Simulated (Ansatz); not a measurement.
Base system: PbSe in the rock salt structure (space group Fm-3m, No. 225).

PbSe is taken in the cubic space group Fm-3m (No. 225), the rock salt structure, Pearson symbol cF8. Conventional cell: a = 6.1016 Å, b = 6.1016 Å, c = 6.1016 Å, α = 90.00°, β = 90.00°, γ = 90.00°. Pb on 4a is surrounded by 6 Se at 3.051 Å (octahedral). Se on 4b has 6 Pb at 3.051 Å (octahedral). (Neighbours: up to the widest gap in distance over summed covalent radii, below 1.35, at either atom; cation-cation and far metal-metal contacts left out.)
(The calculation used a cell of 2 atoms; values per cell refer to that cell.)

All numbers come from DFT with PBEsol, PAW potentials and a 420 eV plane-wave cutoff in Ansatz (a first-principles code), no spin-orbit coupling.

Before the change:

```
Quantity              Result
-------------------  -------
Lattice parameter a  6.102 Å
```

The change: a hydrostatic pressure of 15 GPa.

Q: Predict the new lattice parameter a.

A: The lattice parameter a shrinks by 0.368 Å (6.102 Å → 5.734 Å).

Spin-orbit coupling, missing from the scalar runs, can matter with Pb. Load acts through the strain it causes; cell and atoms are relaxed under it. No phonon test of stability was made. No other phases were tried under pressure.
